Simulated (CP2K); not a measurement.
Input and output of a self-consistent single point for AgBr (Fm-3m, 2 atoms in the cell) (CP2K).

Computed with PBE, GPW, DZVP-MOLOPT-PBE-GTH basis, GTH-PBE potentials (POTENTIAL_UZH) (CP2K).

The change in words: lattice scaled by 0.98. Reference geometry:
```
AgBr
1.0
    3.99280     0.00000     0.00000
    1.99640     3.45787     0.00000
    1.99640     1.15262     3.26011
Ag Br
1 1
Cartesian
  0.00000   0.00000   0.00000
  3.99280   2.30524   1.63005
```

Reference input (self-consistent single point, DFT PBE, GPW, DZVP-MOLOPT-PBE-GTH basis, GTH-PBE potentials (POTENTIAL_UZH)): CUTOFF = 500 Ry; REL_CUTOFF = 50 Ry; KPOINTS/SCHEME = MONKHORST-PACK 8 8 8; GAMMA_CENTERED = T; XC_FUNCTIONAL = PBE; Ag/BASIS_SET = DZVP-MOLOPT-PBE-GTH-q11; Ag/POTENTIAL = GTH-PBE-q11; Br/BASIS_SET = DZVP-MOLOPT-PBE-GTH-q7; Br/POTENTIAL = GTH-PBE-q7; METHOD = GPW; EPS_DEFAULT = 1e-10; NGRIDS = 5. This run's input differs from it in these lines:

```diff
@@ -60,5 +60,5 @@
     &CELL
-      A 3.99280000 0.00000000 0.00000000
-      B 1.99640000 3.45786600 0.00000000
-      C 1.99640000 1.15262200 3.26010800
+      A 3.91294400 0.00000000 0.00000000
+      B 1.95647200 3.38870900 0.00000000
+      C 1.95647200 1.12957000 3.19490500
       PERIODIC XYZ
```

The program printed (abridged):

```
 SCF WAVEFUNCTION OPTIMIZATION

  Step     Update method      Time    Convergence         Total energy    Change
     1 NoMix/Diag. 0.20E+00      -     0.50873298       -50.6777755513 -5.07E+01
     2 Broy./Diag. 0.20E+00      -     0.01097225       -50.4274747385  2.50E-01
     3 Broy./Diag. 0.20E+00      -     0.04056135       -50.5043076733 -7.68E-02
     4 Broy./Diag. 0.20E+00      -     0.00175871       -50.5596100006 -5.53E-02
     5 Broy./Diag. 0.20E+00      -     0.00107571       -50.5635300721 -3.92E-03
     6 Broy./Diag. 0.20E+00      -     0.00015640       -50.5629804858  5.50E-04
   [... 2 lines left out ...]
     9 Broy./Diag. 0.20E+00      -     0.00001176       -50.5592477374 -1.97E-05
    10 Broy./Diag. 0.20E+00      -     0.00000102       -50.5593113448 -6.36E-05
    11 Broy./Diag. 0.20E+00      -     0.00000160       -50.5593294021 -1.81E-05
    12 Broy./Diag. 0.20E+00      -     0.00000010       -50.5593320959 -2.69E-06
  *** SCF run converged in    12 steps ***

  Overlap energy of the core charge distribution:               0.00000000054596
  Self energy of the core charge distribution:                -87.23120585922612
  Core Hamiltonian energy:                                     26.85752871660406
  Hartree energy:                                              18.35836619667466
  Exchange-correlation energy:                                 -8.54402115048713

  Total energy:                                               -50.55933209588858

                     Mulliken Population Analysis

 #  Atom  Element  Kind  Atomic population                           Net charge
       1     Ag       1         10.655288                              0.344712
       2     Br       2          7.344712                             -0.344712
   [... lines left out ...]

 STRESS| Analytical stress tensor [bar]
 STRESS|                        x                   y                   z
 STRESS|      x        1.07586454942E+05  -4.55576215579E-02  -3.22140662951E-02
 STRESS|      y       -4.55576215579E-02   1.07586533221E+05   1.45738239969E-01
 STRESS|      z       -3.22140662951E-02   1.45738239969E-01   1.07586732672E+05
 STRESS| 1/3 Trace                                             1.07586573612E+05
```

The run converged in 12 iterations. Against the reference run the free energy rises by 68.3 meV/atom, the pressure goes from 6.05 to 10.76 GPa and the gap on the mesh hardly changes (0.531 to 0.523 eV).

The starting cell comes from a database of computed structures (which also holds hypothetical and non-ambient phases and stackings), without a prior relaxation at this level. Its lattice was rescaled by a random factor within 2.5 % of one. For this run, on top of that: lattice scaled by 0.98. Values carry the incompleteness of an atom-centred basis. With a pressure of about 11 GPa the cell is away from its equilibrium volume at this level.

Cost on one core of a shared machine: roughly 50 s.
